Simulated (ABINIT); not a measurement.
Input and output of a self-consistent single point for Al3Sc (Pm-3m, 4 atoms in the cell) (ABINIT).

Computed with PBE, norm-conserving pseudopotentials (PseudoDojo nc-sr-05 PBE standard) (plane waves; ABINIT).

The change in words: lattice scaled by 0.98. Reference geometry:
```
Al3Sc
1.0
    4.07827     0.00000     0.00000
    0.00000     4.07827     0.00000
    0.00000     0.00000     4.07827
Sc Al
1 3
Direct
  0.00000   0.00000   0.00000
  0.00000   0.50000   0.50000
  0.50000   0.00000   0.50000
  0.50000   0.50000   0.00000
```

Reference input (self-consistent single point, DFT, PBE, plane waves, norm-conserving pseudopotentials (PseudoDojo nc-sr-05 PBE standard)): pseudos = [Sc.upf, Al.upf]; ecut = 39 Ha; occopt = 7; tsmear = 0.272 eV; ngkpt = 8 8 8; nshiftk = 1; shiftk = 0 0 0; potentials = PseudoDojo nc-sr-05 PBE standard; nband = 15; kptopt = 1; nstep = 100; tolvrs = 1e-11. This run's input differs from it in these lines:

```diff
@@ -3,3 +3,3 @@
 pseudos "Sc.upf, Al.upf"
-acell 4.0782700000 4.0782700000 4.0782700000 Angstrom
+acell 3.9967050000 3.9967050000 3.9967050000 Angstrom
 rprim
@@ -14,5 +14,5 @@
          0.0000000000    0.0000000000    0.0000000000
-         0.0000000000    2.0391350000    2.0391350000
-         2.0391350000    0.0000000000    2.0391350000
-         2.0391350000    2.0391350000    0.0000000000
+         0.0000000000    1.9983525000    1.9983525000
+         1.9983525000    0.0000000000    1.9983525000
+         1.9983525000    1.9983525000    0.0000000000
       Angstrom
```

Output (repeated stretches shortened):

```
--- !BeginCycle
solver: {iscf: 7, nstep: 100, nline: 4, wfoptalg: 0, }
tolerances: {tolvrs: 1.00E-11, }
...

     iter   Etot(hartree)      deltaE(h)  residm     vres2
 ETOT  1  -55.327744307257    -5.533E+01 1.416E-01 5.421E+01
 ETOT  2  -55.314535347207     1.321E-02 4.719E-02 6.501E+02
 ETOT  3  -55.394073951511    -7.954E-02 7.621E-03 1.153E+02
 ETOT  4  -55.410476158199    -1.640E-02 5.822E-03 4.074E-01
 ETOT  5  -55.410575937841    -9.978E-05 6.706E-03 2.591E-03
   [... 4 lines left out ...]
 ETOT 10  -55.410578327096    -1.035E-10 4.496E-04 4.301E-10
 ETOT 11  -55.410578327108    -1.243E-11 4.630E-04 5.704E-10
 ETOT 12  -55.410578327112    -4.064E-12 4.391E-04 5.846E-11
 ETOT 13  -55.410578327110     2.196E-12 4.705E-04 8.520E-14
 At SCF step   13       vres2   =  8.52E-14 < tolvrs=  1.00E-11 =>converged.

 Cartesian components of stress tensor (hartree/bohr^3)
  sigma(1 1)= -2.74959322E-04  sigma(3 2)=  0.00000000E+00
  sigma(2 2)= -2.74959322E-04  sigma(3 1)=  0.00000000E+00
  sigma(3 3)= -2.74959322E-04  sigma(2 1)=  0.00000000E+00

 ----iterations are completed or convergence reached----

 reduced coordinates (array xred) for    4 atoms
       0.000000000000      0.000000000000      0.000000000000
       0.000000000000      0.500000000000      0.500000000000
       0.500000000000      0.000000000000      0.500000000000
       0.500000000000      0.500000000000      0.000000000000
 cartesian forces (eV/Angstrom) at end:
    1     -0.00000000000000    -0.00000000000000    -0.00000000000000
   [... lines left out ...]
 Fermi (or HOMO) energy (hartree) =   0.30803   Average Vxc (hartree)=  -0.38504
   [... lines left out ...]
total_energy        : -5.54105783271100E+01
total_energy_eV     : -1.50779851676359E+03
band_energy         : -5.24257221203522E+00
...

-Cartesian components of stress tensor (GPa)         [Pressure=  8.0896E+00 GPa]
- sigma(1 1)= -8.08958118E+00  sigma(3 2)=  0.00000000E+00
- sigma(2 2)= -8.08958118E+00  sigma(3 1)=  0.00000000E+00
- sigma(3 3)= -8.08958118E+00  sigma(2 1)=  0.00000000E+00

 Calculation completed.
```

The run converged in 13 iterations. Against the reference run the free energy rises by 29.6 meV/atom and the pressure goes from 1.70 to 8.09 GPa.

The starting cell has typed, rounded lattice constants, without a prior relaxation at this level. Its lattice was rescaled by a random factor within 2.5 % of one. For this run, on top of that: lattice scaled by 0.98. With a pressure of about 8 GPa the cell is away from its equilibrium volume at this level.

Cost on one core of a shared machine: roughly 2 min.
